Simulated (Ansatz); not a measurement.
System: B₂CO (model structure, P-4m2, No. 115, 4 atoms in the cell). Method: LDA in Ansatz (PAW).

Settings: plane-wave cutoff 520 eV, 12×12×10 k mesh (along the axes of the cell as run), Fermi–Dirac smearing 0.01 eV, scalar-relativistic PAW data made under PBE.

Cell (relaxed at this level):

```yaml
crystal:
  lattice:
    - [2.62298, 0.00000, 0.00000]
    - [0.00000, 2.62298, 0.00000]
    - [0.00000, 0.00000, 3.62210]
  atoms:
    - { symbol: B, position: [0.00000, 0.50000, 0.23052] }
    - { symbol: B, position: [0.50000, 0.00000, 0.76948] }
    - { symbol: C, position: [0.00000, 0.00000, 0.00000] }
    - { symbol: O, position: [0.50000, 0.50000, 0.50000] }
```

Predict the band gap and smallest direct gap on the k points sampled.


* **band gap**: 1.63 eV (indirect)
* **smallest direct gap on the k points sampled**: 2.33 eV

Note: the relaxation could raise the start's symmetry but not lower it, so the cell can be a saddle point.

Static lattice: no zero-point or thermal effects.

The result took about 6 core-seconds (a rough figure).

A model structure was made by putting elements into a prototype or built by hand; it is no filed structure, need not be a known phase, and can be a saddle point held by its symmetry.

Ansatz is a first-principles code.
